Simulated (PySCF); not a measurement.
PySCF 2.14.0, B3LYP/def2-svpd, df: Mg(Cl)2(NH3)2 ([NH3]->[Mg](<-[NH3])([Cl])[Cl]), 11 atoms. The geometry is a generated start, not checked to be a minimum at this level.

```json
{
 "task": "energy",
 "method": "b3lyp",
 "basis": "def2-svpd",
 "two_electron_scheme": "density fitting",
 "mol.max_memory": "3000 MB",
 "mf.max_cycle": "100",
 "mf.DIIS": "CDIIS (default)",
 "mf.conv_tol": "1e-09 (default)",
 "mf.grids.level": "3 (default)",
 "basis_functions": "163",
 "grid_points": "142992"
}
```

```xyz
11

Mg    -0.0272     0.4380     0.4992
Cl     2.0972     1.0118     0.3827
Cl    -1.5662     1.0788     1.8871
N      0.3992    -1.7137     0.9810
H      0.2041    -2.4832     0.3446
H      0.0087    -1.9426     1.8906
H      1.4080    -1.6257     1.0822
N     -0.5984     1.1782    -1.5344
H     -1.3069     1.9013    -1.4465
H     -0.8869     0.5363    -2.2631
H      0.2686     1.6207    -1.8232
```

With the defaults (mf.diis = true, mf.level_shift = 0, newton = off, mf.init_guess = minao, mf.damp = 0, mf.diis_start_cycle = 1, mf.diis_space = 8) it converges in 11 Fock builds. One run each on 2 threads, 1 BLAS thread, with these changes:
- mf.diis_space = 3
- mf.diis = false
- mf.init_guess = sap
- mf.damp = 0.3, mf.diis_start_cycle = 4
- mf.level_shift = 0.3 Hartree
- newton = Hessian by the SCF's own integrals
- mf.diis = false, mf.damp = 0.7, mf.diis_start_cycle = 999
- mf.init_guess = atom
- mf.init_guess = 1e

Question: Which runs fail or end elsewhere than the default run?

Answer: No convergence: mf.diis = false (the run ends without SCF convergence in 100 cycles). The rest reach the solution of the defaults.

| setting | Fock builds | end |
|---|---|---|
| the defaults | 11 | same solution |
| mf.damp = 0.3, mf.diis_start_cycle = 4 | 12 | same solution |
| mf.diis_space = 3 | 12 | same solution |
| mf.init_guess = atom | 12 | same solution |
| mf.init_guess = sap | 15 | same solution |
| mf.level_shift = 0.3 Hartree | 16 | same solution |
| mf.init_guess = 1e | 20 | same solution |
| newton = Hessian by the SCF's own integrals | 25 | same solution |
| mf.diis = false, mf.damp = 0.7, mf.diis_start_cycle = 999 | 27 | same solution |
| mf.diis = false | 101 | no convergence |

Under newton the count holds the products with the orbital Hessian.
